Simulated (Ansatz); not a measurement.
Y under a change: x(Rb) = 0.5, 6 atoms, Amm2

The reference is Y in the hcp (Mg type) structure (space group P6_3/mmc, No. 194; a = 3.683 Å, c = 5.698 Å).

The other end (x = 1) is Rb in the hcp (Mg type) structure (space group P6_3/mmc, No. 194; a model cell, its experimental status unchecked): 95.54 Å³/atom, gap zero; this end may not be an ambient phase.

Now apply this change: a fraction x = 0.5 of the Y sites is given to Rb, ordered in a cell of 6 atoms (starting symmetry Amm2) and fully relaxed.

Method: Ansatz (a quantum-chemistry and plane-wave program), r2SCAN, PAW, cutoff 500 eV, scalar-relativistic without spin-orbit coupling. Settings: 8×7×7 k-points, 0.05 eV Fermi–Dirac smearing, for the changed cell.

The volume per atom goes up by 20.024 Å³ (33.46 Å³ → 53.49 Å³) and the density shrinks by 1.705 g/cm³, from 4.41 g/cm³ to 2.71 g/cm³. The shortest interatomic distance drops by 0.516 bohr (6.718 bohr → 6.202 bohr) and the band gap is still zero. The mixing energy is +0.69 eV/atom (to 0.01 eV only: unlike meshes or grids) (against an end that may be hypothetical).

Final structure:

```yaml
crystal:
  lattice:
    - [5.98659, 0.00000, 0.00000]
    - [0.00000, 7.22189, 3.71141]
    - [0.00000, -7.22189, 3.71141]
  atoms:
    - { symbol: Y, position: [0.50000, 0.96977, 0.19700] }
    - { symbol: Y, position: [0.50000, 0.19700, 0.96977] }
    - { symbol: Rb, position: [0.50000, 0.58274, 0.58274] }
    - { symbol: Y, position: [0.00000, 0.08344, 0.08344] }
    - { symbol: Rb, position: [0.00000, 0.40444, 0.76261] }
    - { symbol: Rb, position: [0.00000, 0.76261, 0.40444] }
```

These are small ordered cells, not random alloys; other orderings at the same x differ. Whether these cells are dynamically stable was not tested. The final runs are not spin-polarised. RbY has a high density of states at the Fermi level and may be magnetic at this level. Under x(Rb) = 0.5, 6 atoms, Amm2 the cell changed shape so far that it is another structure. This is not the structure that Rb has at room temperature and ambient pressure.
